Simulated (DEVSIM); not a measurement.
# GaAs p-n junction from an implanted or diffused profile

Device: GaAs p-n junction from an implanted or diffused profile, at 300 K.

```tsv
layer (left to right)	material	thickness (μm)	Nd (cm⁻³)	τn (s)	τp (s)
1	GaAs	36.0	3.9e15	2.4e-9	2.4e-9
```

Added acceptor profile: 1.8e17 cm⁻³ × exp(−(x − 0 μm)²/(2·(0.033 μm)²)). Left contact: ohmic. Right contact: ohmic. Voltage is applied to the left contact. Recombination: SRH at mid-gap, Auger. Mobility is μmin + (μ − μmin)/(1 + (N/Nref)^α).

Constants are typed, rounded textbook-type inputs, not results; the design itself was drawn at random and stands for no fabricated device. Values at 300 K.

| parameter | GaAs |
|---|---|
| gap (eV) | 1.424 |
| affinity (eV) | 4.07 |
| permittivity | 12.9 |
| Nc (cm⁻³) | 4.7e17 |
| Nv (cm⁻³) | 9e18 |
| μn (cm²/Vs) | 8500 |
| μp (cm²/Vs) | 400 |
| μn,min | 500 |
| μp,min | 20 |
| Nref,n | 6e16 |
| Nref,p | 1.5e17 |
| αn | 0.39 |
| αp | 0.38 |
| Cn (cm⁶/s) | 1e-30 |
| Cp (cm⁶/s) | 1e-30 |

DEVSIM, 1D drift-diffusion, Boltzmann statistics, complete ionisation; no tunnelling, impact ionisation, image-force lowering or self-heating.

| Item | Value |
|---|---|
| Potential step across the device at zero bias | 1.198 V |
| Dark forward voltage at 1 A/cm² | 0.943 V |
| Dark forward voltage at 100 A/cm² | 1.152 V |

Dark forward current:

```tsv
V (V)	J (A/cm²)
0.05	4.8e-10
0.15	4.8e-9
0.25	3.7e-8
0.35	2.7e-7
0.45	2.1e-6
0.55	1.6e-5
0.65	0.00013
0.75	0.0016
0.85	0.036
0.95	1.3
1.00	7.1
1.10	57
1.20	140
1.30	240
1.40	350
1.50	460
1.60	570
1.70	690
1.80	810
1.90	930
```

Small-signal capacitance in reverse bias (quasi-static):

| V (V) | C (nF/cm²) |
|---|---|
| -0.04 | 17.1 |
| -0.1 | 16.7 |
| -0.2 | 16.0 |
| -0.3 | 15.5 |
| -0.4 | 14.9 |
| -0.6 | 14.1 |
| -0.8 | 13.3 |
| -1 | 12.7 |
| -1.3 | 11.9 |
| -1.6 | 11.2 |
| -2 | 10.5 |
